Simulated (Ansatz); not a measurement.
Results of revPBE (Ansatz, an electronic-structure program, plane waves, PAW) for L1₂ (Cu3Au-type) Pt3Ti.

Run with plane-wave cutoff 520 eV, 14×14×14 k mesh, Fermi–Dirac smearing 0.05 eV, no spin polarisation, scalar-relativistic PAW data made under PBE.

Cell (relaxed at this level):

```cif
data_Pt3Ti
_chemical_formula_sum 'Ti1 Pt3'
_space_group_name_H-M_alt 'Pm-3m'
_space_group_IT_number 221
_space_group_name_Hall '-P 4 2 3'
_cell_length_a 3.96465
_cell_length_b 3.96465
_cell_length_c 3.96465
_cell_angle_alpha 90.000
_cell_angle_beta 90.000
_cell_angle_gamma 90.000
loop_
_atom_site_label
_atom_site_type_symbol
_atom_site_symmetry_multiplicity
_atom_site_Wyckoff_symbol
_atom_site_fract_x
_atom_site_fract_y
_atom_site_fract_z
_atom_site_occupancy
Ti1 Ti 1 a 0.00000 0.00000 0.00000 1
Pt1 Pt 3 c 0.00000 0.50000 0.50000 1
```

Question: What does this level give for the bulk modulus B0 and pressure derivative B′ of the bulk modulus?

Answer: 
bulk modulus B0: 224 GPa
pressure derivative B′ of the bulk modulus: 5.1

The run finds no gap.

Spin–orbit coupling is not included.

Computed values are for the static lattice.

Computing time: around 110 core-seconds (rough).
